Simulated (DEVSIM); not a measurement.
Device: abrupt Ge p-n junction, at 350 K.

Layer 1 from the left is Ge, thickness (μm) 0.0490, Na (cm⁻³) 9e15, τn (s) 3.8e-6, τp (s) 3.8e-6. Layer 2 from the left is Ge, thickness (μm) 2.30, Nd (cm⁻³) 3.1e14, τn (s) 3.8e-6, τp (s) 3.8e-6.

Left contact: ohmic. Right contact: ohmic. Voltage is applied to the left contact. Recombination: SRH at mid-gap, Auger. Mobility is constant in doping.

This is a model device: material constants are rounded textbook-type values typed into the input, and sizes, dopings and lifetimes were drawn at random. Values at 300 K; Nc and Nv go as T^1.5, mobilities as T to minus their exponent, the gap by Varshni's rule with the affinity fixed.

Ge: gap (eV) 0.664, affinity (eV) 4, permittivity 16, Nc (cm⁻³) 1.04e19, Nv (cm⁻³) 6e18, μn (cm²/Vs) 3900, μp (cm²/Vs) 1900, T exponent of μn 1.66, T exponent of μp 2.33, Cn (cm⁶/s) 1e-31, Cp (cm⁶/s) 1e-31, Varshni α (eV/K) 0.000477, Varshni β (K) 235.

Simulated with DEVSIM: 1D drift-diffusion, Boltzmann statistics, complete ionisation; no tunnelling, impact ionisation, image-force lowering or self-heating.

**Question.** What does the simulation give for the potential step across the device at zero bias, the largest field in the device at zero bias, the dark forward voltage at 100 A/cm²?

**Answer.** potential step across the device at zero bias 0.130 V; largest field in the device at zero bias 5700 V/cm; dark forward voltage at 100 A/cm² 0.111 V.
